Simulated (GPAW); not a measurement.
Input and output of a self-consistent single point for MnZn3 (Pm-3m, 4 atoms in the cell) (GPAW)

Method of the run: PBEsol, GPAW PAW datasets PBEsol (made by gpaw-setup) (plane waves; GPAW 25.7.0).

The input file:

```python
from ase import Atoms
from ase.units import GPa
from gpaw import GPAW, PW, FermiDirac

atoms = Atoms(['Mn', 'Zn', 'Zn', 'Zn'],
              cell=[[3.726227, 0.000000, 0.000000],
                    [0.000000, 3.726227, 0.000000],
                    [0.000000, 0.000000, 3.726227]],
              scaled_positions=[[0.000000, 0.000000, 0.000000],
                                [0.000000, 0.500000, 0.500000],
                                [0.500000, 0.000000, 0.500000],
                                [0.500000, 0.500000, 0.000000]],
              pbc=True)

atoms.set_initial_magnetic_moments([4.0, 0.0, 0.0, 0.0])

calc = GPAW(spinpol=True,
            mode=PW(800),
            xc='PBEsol',
            kpts={'size': (6, 6, 6), 'gamma': True},
            occupations=FermiDirac(0.1),
            nbands=-12,
            convergence={'density': 1e-05, 'energy': 1e-05},
            symmetry={'symmorphic': False, 'tolerance': 0.0005},
            maxiter=100,
            txt='-')

atoms.calc = calc

energy = atoms.get_potential_energy()
print('Energy (eV):', round(energy, 6))
forces = atoms.get_forces()
print('Forces (eV/Ang):')
print(forces.round(5))
stress = atoms.get_stress()
print('Stress (GPa, Voigt):', (stress / GPa).round(4))
```

Output, abridged:

```
Input parameters:
  convergence: {density: 1e-05,
                energy: 1e-05}
  kpts: {gamma: True,
         size: (6, 6, 6)}
  maxiter: 100
  mode: {ecut: 800.0,
         name: pw}
  nbands: -12
  occupations: {fixmagmom: False,
                name: fermi-dirac,
                width: 0.1}
  spinpol: True
  symmetry: {symmorphic: False,
             tolerance: 0.0005}
  xc: PBEsol

species:
  Mn:
    name: Manganese
    Z: 25.0
    valence: 15
    core: 10
    charge: 0.0
    file: Mn.PBEsol.gz

    # Using partial waves for Mn as LCAO basis

  Zn:
    name: Zinc
    Z: 30.0
    valence: 12
    core: 18
    charge: 0.0
    file: Zn.PBEsol.gz

    # Using partial waves for Zn as LCAO basis

Reference energy: -177951.549509  # eV

Spin-polarized calculation.
Initial magnetic moment: 4.000000

Convergence criteria:
 Maximum [total energy] change in last 3 cyles: 1e-05 eV / valence electron
 Maximum integral of absolute [dens]ity change: 1e-05 electrons / valence electron
 Maximum integral of absolute [eigenst]ate change: 4e-08 eV^2 / valence electron
 Maximum number of scf [iter]ations: 100

Symmetries present (total): 48
Symmetries with fractional translations: 0
216 k-points: 6 x 6 x 6 Monkhorst-Pack grid + [1/12,1/12,1/12]
20 k-points in the irreducible part of the Brillouin zone
       k-points in crystal coordinates                weights
   0:     0.00000000    0.00000000    0.00000000          1/216
   1:     0.16666667    0.00000000    0.00000000          6/216
   2:     0.16666667    0.16666667    0.00000000         12/216
   [... 7 lines left out ...]
          ...
  19:     0.50000000    0.50000000    0.50000000          1/216

Wave functions: Plane wave expansion
  Cutoff energy: 800.000 eV
  Number of coefficients (min, max): 2601, 2680
  Pulay-stress correction: 0.000000 eV/Ang^3 (de/decut=0.000000)

Occupation numbers: Fermi-Dirac:
  width: 0.1000  # eV

Eigensolver

Densities:
  Coarse grid: 25*25*25 grid
  Fine grid: 50*50*50 grid
  Total Charge: 0.000000

Density mixing:
  Method: difference
  Backend: pulay
  Linear mixing parameter: 0.05
  old densities: 5
  Damping of long wavelength oscillations: 50

Hamiltonian:
  XC and Coulomb potentials evaluated on a 50*50*50 grid
  External potential:
    NoExternalPotential

XC parameters: PBEsol with 2 nearest neighbor stencil

Number of atoms: 4
Number of atomic orbitals: 40
Number of bands in calculation: 39
Number of valence electrons: 51
Bands to converge: occupied

Density initialized from atomic densities
  39 bands from LCAO basis set

Atomic positions and initial magnetic moments

Positions:
   0 Mn     0.000000    0.000000    0.000000    ( 0.0000,  0.0000,  4.0000)
   1 Zn     0.000000    1.863114    1.863114    ( 0.0000,  0.0000,  0.0000)
   2 Zn     1.863114    0.000000    1.863114    ( 0.0000,  0.0000,  0.0000)
   3 Zn     1.863114    1.863114    0.000000    ( 0.0000,  0.0000,  0.0000)

Unit cell:
           periodic     x           y           z      points  spacing
  1. axis:    yes    3.726227    0.000000    0.000000    25     0.1490
  2. axis:    yes    0.000000    3.726227    0.000000    25     0.1490
  3. axis:    yes    0.000000    0.000000    3.726227    25     0.1490

  Lengths:   3.726227   3.726227   3.726227
  Angles:   90.000000  90.000000  90.000000

Effective grid spacing dv^(1/3) = 0.1490

     iter     time        total  log10-change:  magmom
                         energy   eigst   dens
iter:   1 --:--:--   -16.754339                   +4.0041
iter:   2 --:--:--   -16.317163   -0.41  -1.51    +2.9658
iter:   3 --:--:--   -15.655013   -1.28  -1.54    +2.2301
iter:   4 --:--:--   -15.461250   -1.88  -1.60    +2.2674
iter:   5 --:--:--   -16.108313   -1.25  -1.79    +2.2343
iter:   6 --:--:--   -15.820276   -2.91  -2.00    +2.2408
   [... 3 lines left out ...]
iter:  10 --:--:--   -15.452114   -4.03  -2.76    +2.2868
iter:  11 --:--:--   -15.452298   -5.59  -3.45    +2.2847
iter:  12 --:--:--   -15.452852   -4.86  -3.45    +2.2753
iter:  13 --:--:--   -15.451980   -4.42  -3.40    +2.2759
iter:  14 --:--:--   -15.451982   -6.05  -4.37    +2.2729
iter:  15 --:--:--   -15.451992c  -7.23  -4.26    +2.2729
iter:  16 --:--:--   -15.451989c  -5.82  -4.25    +2.2708
iter:  17 --:--:--   -15.452006c  -6.85  -4.23    +2.2630
iter:  18 --:--:--   -15.452000c  -7.86c -4.10    +2.2649
iter:  19 --:--:--   -15.451997c  -7.12  -4.16    +2.2639
iter:  20 --:--:--   -15.452002c  -7.06  -4.08    +2.2615
iter:  21 --:--:--   -15.451998c  -6.64  -4.08    +2.2615
iter:  22 --:--:--   -15.452016c  -6.38  -4.15    +2.2614
iter:  23 --:--:--   -15.451999c  -6.71  -4.08    +2.2614
iter:  24 --:--:--   -15.451998c  -7.93c -4.16    +2.2614
iter:  25 --:--:--   -15.452001c  -5.95  -4.18    +2.2614
iter:  26 --:--:--   -15.451987c  -6.36  -4.55    +2.2613
iter:  27 --:--:--   -15.451987c  -7.53c -4.79    +2.2616
iter:  28 --:--:--   -15.451986c  -7.92c -5.00    +2.2618
iter:  29 --:--:--   -15.451986c  -9.36c -5.25c   +2.2619

Converged after 29 iterations.

Dipole moment: (-0.000000, -0.000000, 0.000000) |e|*Ang

Total magnetic moment: (0.000000, 0.000000, 2.261862)
Local magnetic moments:
   0 Mn ( 0.000000,  0.000000,  2.438752)
   1 Zn ( 0.000000,  0.000000, -0.073734)
   2 Zn ( 0.000000,  0.000000, -0.073734)
   3 Zn ( 0.000000,  0.000000, -0.073734)

Energy contributions relative to reference atoms: (reference = -177951.549509)

Kinetic:         -6.516940
Potential:      +13.293164
External:        +0.000000
XC:             -22.252933
Entropy (-ST):   -0.072466
Local:           +0.060957
SIC:             +0.000000
--------------------------
Free energy:    -15.488219
Extrapolated:   -15.451986

Spin contamination: 0.314129 electrons
Showing only first 2 kpts
                      Up                     Down
 Kpt  Band  Eigenvalues  Occupancy  Eigenvalues  Occupancy
  0    23      6.92367    0.99997      7.73369    0.91395
  0    24      6.92367    0.99997      7.73369    0.91395
  0    25      7.74380    0.90566      8.94647    0.00006
  0    26      7.74380    0.90566      8.94647    0.00006

  1    23      6.45389    1.00000      7.60174    0.97545
  1    24      6.91627    0.99997      8.52249    0.00397
  1    25      6.94196    0.99997      8.94036    0.00006
  1    26      8.59425    0.00194      9.42650    0.00000

Fermi level: 7.96998

No gap
No difference between direct/indirect transitions
Energy (eV): -15.451986

Forces in eV/Ang:
  0 Mn    0.00000    0.00000    0.00000
  1 Zn   -0.00000   -0.00000    0.00000
  2 Zn   -0.00000    0.00000    0.00000
  3 Zn   -0.00000   -0.00000    0.00000

Stress tensor:
    -0.000637    -0.000000     0.000000
    -0.000000    -0.000637     0.000000
     0.000000     0.000000    -0.000637
Stress (GPa, Voigt): [-0.1021 -0.1021 -0.1021  0.      0.     -0.    ]
```

The run converged in 29 iterations. GPAW prints stress with tension positive.

The starting cell comes from a database of computed structures (which also holds hypothetical and non-ambient phases and stackings), without a prior relaxation at this level. Its lattice was rescaled by a random factor within 2.5 % of one. With one magnetic atom in the cell only a parallel order is possible.

Cost on one core of a shared machine: roughly 3 min.
